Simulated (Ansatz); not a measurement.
**C axis length of Zr2B (model structure, started from the Ca2N type, R-3m, No. 166, 3 atoms in the cell) at several levels of theory**

No measured value is used here.

| level (code) | value (Å) |
|---|---|
| LDA (Ansatz) | 15.942 |
| PBE (Ansatz) | 16.309 |
| PBEsol (Ansatz) | 16.106 |
| r²SCAN (Ansatz) | 16.332 |

Cutoffs differ between the levels. Ansatz's density-functional and Hartree–Fock values are scalar-relativistic unless marked +SOC, with PAW data made under PBE.

A model structure was made by putting elements into a prototype or built by hand; it is no filed structure, need not be a known phase, and can be a saddle point held by its symmetry.

Ansatz is an electronic-structure program.
